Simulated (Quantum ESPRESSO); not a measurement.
Worked example: self-consistent single point of BaZn (Pm-3m, 2 atoms in the cell) in Quantum ESPRESSO.

Method of the run: LDA (PZ), GBRV 1.5 ultrasoft (LDA) pseudopotentials (plane waves; Quantum ESPRESSO 7.5).

```xyz
2
Lattice="4.1242 0.0000 0.0000 0.0000 4.1242 0.0000 0.0000 0.0000 4.1242" Properties=species:S:1:pos:R:3 pbc="T T T"
Ba     0.0000     0.0000     0.0000
Zn     2.0621     2.0621     2.0621
```

Reference input (self-consistent single point, DFT, LDA (PZ), plane waves, GBRV 1.5 ultrasoft (LDA) pseudopotentials): ecutwfc = 50 Ry; ecutrho = 250 Ry; occupations = smearing; smearing = fermi-dirac; degauss = 0.0073499 Ry; potentials = {Ba: ba_lda_v1.uspp.F.UPF, Zn: zn_lda_v1.uspp.F.UPF}; K_POINTS = automatic 7 7 7 0 0 0; conv_thr = 1e-11 Ry; mixing_beta = 0.4. This run's input differs from it in these lines:

```diff
@@ -29,3 +29,3 @@
 K_POINTS {automatic}
-7 7 7  0 0 0
+6 6 6  0 0 0
 CELL_PARAMETERS {angstrom}
```

The program printed (abridged):

```
     Self-consistent Calculation

     iteration #  1     ecut=    50.00 Ry     beta= 0.40

     Threshold (ethr) on eigenvalues was too large:
     Diagonalizing with lowered threshold

     negative rho (up, down):  9.425E-02 0.000E+00

     total energy              =    -531.59044453 Ry
     estimated scf accuracy    <       0.04631179 Ry

     iteration #  2     ecut=    50.00 Ry     beta= 0.40

     negative rho (up, down):  9.282E-02 0.000E+00

     total energy              =    -531.60427557 Ry
     estimated scf accuracy    <       0.00958843 Ry

     iteration #  3     ecut=    50.00 Ry     beta= 0.40

     negative rho (up, down):  9.040E-02 0.000E+00

     total energy              =    -531.60518137 Ry
     estimated scf accuracy    <       0.00082448 Ry

   [... 7 blocks of this kind left out ...]

     iteration # 11     ecut=    50.00 Ry     beta= 0.40

     negative rho (up, down):  8.965E-02 0.000E+00

     total energy              =    -531.60534040 Ry
     estimated scf accuracy    <          2.7E-10 Ry

     iteration # 12     ecut=    50.00 Ry     beta= 0.40

     negative rho (up, down):  8.965E-02 0.000E+00
     End of self-consistent calculation

     the Fermi energy is     7.7887 ev

!    total energy              =    -531.60534040 Ry
     estimated scf accuracy    <          2.6E-12 Ry
     smearing contrib. (-TS)   =      -0.00317583 Ry
     internal energy E=F+TS    =    -531.60216457 Ry

     convergence has been achieved in  12 iterations

     negative rho (up, down):  8.965E-02 0.000E+00

     Forces acting on atoms (cartesian axes, Ry/au):

     atom    1 type  1   force =     0.00000000    0.00000000    0.00000000
     atom    2 type  2   force =     0.00000000    0.00000000    0.00000000

     Total force =     0.000000     Total SCF correction =     0.000000

     negative rho (up, down):  8.965E-02 0.000E+00
          total   stress  (Ry/bohr**3)                   (kbar)     P=      -30.61
  -0.00020807   0.00000000   0.00000000          -30.61        0.00        0.00
   0.00000000  -0.00020807   0.00000000            0.00      -30.61        0.00
   0.00000000   0.00000000  -0.00020807            0.00        0.00      -30.61

   JOB DONE.
```

The run converged in 12 iterations. Against the reference run the free energy goes down by 7.4 meV/atom and the pressure moves little (-3.16 to -3.06 GPa).

The starting cell comes from a database of computed structures (which also holds hypothetical and non-ambient phases and stackings), without a prior relaxation at this level. Its lattice was rescaled by a random factor within 2.5 % of one. With a pressure of about -3 GPa the cell is away from its equilibrium volume at this level.

Cost on one core of a shared machine: roughly 40 s.
